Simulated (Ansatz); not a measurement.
Worked example: self-consistent single point of BaAlSiH (P3m1, 4 atoms in the cell) in Ansatz (a quantum-chemistry and plane-wave program).

Method: LDA (PW92), PAW files made with PBE (plane waves; Ansatz).

```yaml
crystal:
  lattice:
    - [4.30909, 0.00000, 0.00000]
    - [-2.15455, 3.73178, 0.00000]
    - [0.00000, 0.00000, 5.23203]
  atoms:
    - { symbol: Ba, position: [0.00000, 0.00000, 0.00044] }
    - { symbol: Al, position: [0.66667, 0.33333, 0.46525] }
    - { symbol: Si, position: [0.33333, 0.66667, 0.54231] }
    - { symbol: H, position: [0.66667, 0.33333, 0.13491] }
```

Reference input (self-consistent single point, DFT, LDA (PW92), plane waves, PAW files made with PBE): basis.ecutwfc = 30.9 Ry; kpoints.mp_grid.grid = 6 6 5; hamiltonian.xc = lda; hamiltonian.pseudopotentials = {kind: paw} (an earlier, softer set of the program's PAW files); scf.occupations.method = fixed. This run's input differs from it in these lines:

Ansatz 0.2 input:
```diff
@@ -13,3 +13,3 @@
 kpoints:
-  mp_grid: { grid: [6, 6, 5] }
+  mp_grid: { grid: [5, 5, 4] }
 hamiltonian:
```

The program printed (abridged):

```
SCF iter   1: F=—  HF=-6919.232631 eV  |F-HF|=—  |Δ(HF+E_count)|=         —  Δρ=3.36e-2  dr2=1.10e0  ethr=3.10e-3  ⟨swp⟩=4.4  Hψ=1221  notcnv=0  defer=17
all-band conjugate gradients solve this SCF's bands
preconditioner: auto → Resta (q_TF=auto, 2.110 Å⁻¹)
SCF iter   2: F=—  HF=-6918.922704 eV  |F-HF|=—  |Δ(HF+E_count)|=   3.10e-1  Δρ=1.64e-2  dr2=2.78e-1  ethr=3.10e-3  ⟨swp⟩=2.1  Hψ=443  notcnv=0  defer=19
   [... lines left out ...]
SCF iter   4: F=—  HF=-6918.824909 eV  |F-HF|=—  |Δ(HF+E_count)|=   3.32e-4  Δρ=3.55e-4  dr2=2.07e-4  ethr=2.16e-5  ⟨swp⟩=2.8  Hψ=461  notcnv=0  defer=31
SCF iter   5: F=—  HF=-6918.824869 eV  |F-HF|=—  |Δ(HF+E_count)|=   4.04e-5  Δρ=1.05e-4  dr2=1.18e-5  ethr=1.15e-6  ⟨swp⟩=2.1  Hψ=300  notcnv=0  defer=31
SCF iter   6: F=—  HF=-6918.824869 eV  |F-HF|=—  |Δ(HF+E_count)|=   7.89e-7  Δρ=1.92e-5  dr2=4.61e-7  ethr=6.54e-8  ⟨swp⟩=2.1  Hψ=330  notcnv=0  defer=24
SCF iter   7: F=-6918.824869 eV  HF=-6918.824869 eV  |F-HF|=8.97e-9  |Δ(HF+E_count)|=   4.60e-9  Δρ=3.32e-6  dr2=1.67e-8  ethr=5.56e-10  ⟨swp⟩=8.8  Hψ=1655  notcnv=0
SCF 1 converged in 7 iterations: F = -6918.824869 eV  dr2 = 1.67e-8
Free energy (F): -6918.824869 eV
Internal energy: -6918.824869 eV  (E = F + TS)
E sigma→0 (E₀):  -6918.824869 eV
Fermi energy:    6.764161 eV
--- Forces (eV/Å), atoms counted from 1 ---
  atom   1  Ba    -0.00000000    -0.00000000     0.03243710
  atom   2  Al     0.00000000     0.00000000     0.06327060
  atom   3  Si    -0.00000000    -0.00000000     0.02177437
  atom   4  H     -0.00000000     0.00000000    -0.11754262
--- Stress (GPa, compression-positive) ---
       -2.565035       0.000000      -0.000000
       -0.000000      -2.565035       0.000000
       -0.000000       0.000000      -3.028612
  P = ⅓ Tr σ = -2.7196 GPa (-27.196 kbar)
  The stress holds the Pulay correction. Without it, at fixed plane waves, as pw.x and ABINIT print it: P = -2.7526 GPa
```

The run converged in 7 iterations. Against the reference run the free energy rises by 3.3 meV/atom, the pressure hardly changes (-2.71 to -2.72 GPa), the largest force goes from 0.127 to 0.118 eV/Å and the gap on the mesh goes from 0.808 to 0.752 eV.

The starting cell comes from a database of computed structures (which also holds hypothetical and non-ambient phases and stackings), without a prior relaxation at this level. Its lattice was rescaled by a random factor within 2.5 % of one. Ansatz's pressure includes its estimate of the finite-basis (Pulay) stress.
